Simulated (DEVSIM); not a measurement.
Device: Schottky contact on n-type Si, at 400 K.

Layer 1 from the left is Si, thickness (μm) 7.50, Nd (cm⁻³) 1.9e16, τn (s) 3.3e-5, τp (s) 3.3e-5.

Left contact: Schottky, work function 4.87 eV, emission velocity 2.1e6 cm/s. Right contact: ohmic. Voltage is applied to the left contact. Recombination: SRH at mid-gap, radiative. Mobility is μmin + (μ − μmin)/(1 + (N/Nref)^α).

Constants are typed, rounded textbook-type inputs, not results; the design itself was drawn at random and stands for no fabricated device. Values at 300 K; Nc and Nv go as T^1.5, mobilities as T to minus their exponent, the gap by Varshni's rule with the affinity fixed.

Si: gap (eV) 1.124, affinity (eV) 4.05, permittivity 11.7, Nc (cm⁻³) 2.86e19, Nv (cm⁻³) 3.1e19, μn (cm²/Vs) 1417, μp (cm²/Vs) 470, μn,min 52, μp,min 45, Nref,n 9.7e16, Nref,p 2.2e17, αn 0.68, αp 0.72, T exponent of μn 2.3, T exponent of μp 2.2, B (cm³/s) 4.7e-15, Varshni α (eV/K) 0.000473, Varshni β (K) 636.

Question: Estimate by hand the built-in potential, the peak field at zero bias, the capacitance at -0.6 V, and compare with a numerical solution.

Answer: 
- Built-in potential: barrier φB = 0.820 eV; Vbi = φB − kT/q ln(N_band/N) = 0.553 V; numerical 0.553 V.
- Peak field at zero bias: depletion approximation: W = √(2εVbi/(qN)) = 0.194 μm with N = 1.90e16 cm⁻³; field = 2Vbi/W = 57000 V/cm; numerical 56400 V/cm (estimate above by 1.0 %).
- Capacitance at -0.6 V: C = √(qεN / 2(Vbi + |V|)) = 37.0 nF/cm²; numerical 37.1 nF/cm².

DEVSIM, 1D drift-diffusion, Boltzmann statistics, complete ionisation; no tunnelling, impact ionisation, image-force lowering or self-heating. Metal contacts follow the ideal Schottky-Mott rule: no Fermi-level pinning, no interface dipoles.
